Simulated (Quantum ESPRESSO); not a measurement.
## How a calculation on MgB12C2 (Imma, 30 atoms in the cell) responds to its settings

```
Mg(B6C)2
1.0
    2.80215     4.90348     3.95907
   -2.80215     4.90348     3.95907
   -2.80215    -4.90348     3.95907
Mg B C
2 24 4
Direct
  0.36278   0.25000   0.11278
  0.63722   0.75000   0.88722
  0.68768   0.67540   0.53300
  0.31232   0.32460   0.46700
  0.20840   0.82460   0.86308
  0.79160   0.17540   0.13692
  0.79160   0.84532   0.46700
  0.20840   0.15468   0.53300
  0.31232   0.65468   0.13692
  0.68768   0.34532   0.86308
  0.18139   0.59366   0.58773
  0.81861   0.40634   0.41227
  0.18139   0.90634   0.27505
  0.81861   0.09366   0.72495
  0.32196   0.90255   0.09645
  0.67804   0.09745   0.90355
  0.99900   0.59745   0.72451
  0.00100   0.40255   0.27549
  0.00100   0.77449   0.90355
  0.99900   0.22551   0.09645
  0.67804   0.72551   0.27549
  0.32196   0.27449   0.72451
  0.97929   0.66707   0.31222
  0.02071   0.33293   0.68778
  0.97929   0.83293   0.14636
  0.02071   0.16707   0.85364
  0.37093   0.66187   0.70906
  0.62907   0.33813   0.29094
  0.37093   0.83813   0.53280
  0.62907   0.16187   0.46720
```

Base run A: PBEsol, GBRV 1.5 ultrasoft (PBESOL) pseudopotentials run with Quantum ESPRESSO 7.5, self-consistent single point.

Its settings: ecutwfc = 40 Ry; ecutrho = 200 Ry; occupations = fixed; potentials = {Mg: mg_pbesol_v1.4.uspp.F.UPF, B: b_pbesol_v1.4.uspp.F.UPF, C: c_pbesol_v1.2.uspp.F.UPF}; K_POINTS = automatic 6 6 6 0 0 0; nbnd = 58; conv_thr = 1e-09 Ry.

The starting cell comes from a database of computed structures (which also holds hypothetical and non-ambient phases and stackings), without a prior relaxation at this level.

Runs:
- B: pseudopotentials: {Mg: mg_pbesol_v1.4.uspp.F.UPF, B: b_pbesol_v1.4.uspp.F.UPF, C: c_pbesol_v1.2.uspp.F.UPF} → {Mg: mg_lda_v1.4.uspp.F.UPF, B: b_lda_v1.4.uspp.F.UPF, C: c_lda_v1.2.uspp.F.UPF} [LDA (PZ)]
- C: pseudopotentials: {Mg: mg_pbesol_v1.4.uspp.F.UPF, B: b_pbesol_v1.4.uspp.F.UPF, C: c_pbesol_v1.2.uspp.F.UPF} → {Mg: mg_pbe_v1.4.uspp.F.UPF, B: b_pbe_v1.4.uspp.F.UPF, C: c_pbe_v1.2.uspp.F.UPF}; input_dft: default → blyp [BLYP]
- D: pseudopotentials: {Mg: mg_pbesol_v1.4.uspp.F.UPF, B: b_pbesol_v1.4.uspp.F.UPF, C: c_pbesol_v1.2.uspp.F.UPF} → {Mg: mg_pbe_v1.4.uspp.F.UPF, B: b_pbe_v1.4.uspp.F.UPF, C: c_pbe_v1.2.uspp.F.UPF}; input_dft: default → wc [Wu-Cohen GGA]
- E: pseudopotentials: {Mg: mg_pbesol_v1.4.uspp.F.UPF, B: b_pbesol_v1.4.uspp.F.UPF, C: c_pbesol_v1.2.uspp.F.UPF} → {Mg: mg_pbe_v1.4.uspp.F.UPF, B: b_pbe_v1.4.uspp.F.UPF, C: c_pbe_v1.2.uspp.F.UPF}; input_dft: default → vdw-df2 [vdW-DF2]
- F: pseudopotentials: {Mg: mg_pbesol_v1.4.uspp.F.UPF, B: b_pbesol_v1.4.uspp.F.UPF, C: c_pbesol_v1.2.uspp.F.UPF} → {Mg: mg_pbe_v1.4.uspp.F.UPF, B: b_pbe_v1.4.uspp.F.UPF, C: c_pbe_v1.2.uspp.F.UPF}; input_dft: default → vdw-df-cx [vdW-DF-cx]
- G: pseudopotentials: {Mg: mg_pbesol_v1.4.uspp.F.UPF, B: b_pbesol_v1.4.uspp.F.UPF, C: c_pbesol_v1.2.uspp.F.UPF} → {Mg: mg_pbe_v1.4.uspp.F.UPF, B: b_pbe_v1.4.uspp.F.UPF, C: c_pbe_v1.2.uspp.F.UPF}; input_dft: default → rvv10 [rVV10]

```
run  pressure (GPa)  largest force (eV/Å)  gap on the mesh (eV)
---  --------------  --------------------  --------------------
A             -1.41                 0.201                 2.072
B             -6.72                 0.217                 2.089
C              5.97                 0.187                 2.354
D             -1.90                 0.116                 2.103
E              7.56                 0.220                 2.424
F             -0.70                 0.108                 2.158
G              3.28                 0.096                 2.241
```

Run B against A: The pressure goes from -1.41 to -6.72 GPa, the largest force goes from 0.201 to 0.217 eV/Å and the gap on the mesh goes from 2.072 to 2.089 eV.

Run C against A: The pressure goes from -1.41 to 5.97 GPa, the largest force goes from 0.201 to 0.187 eV/Å and the gap on the mesh goes from 2.072 to 2.354 eV.

Run F against A: The pressure goes from -1.41 to -0.70 GPa, the largest force goes from 0.201 to 0.108 eV/Å and the gap on the mesh goes from 2.072 to 2.158 eV.

Left out of this page: 3 runs of the series held back from this collection.
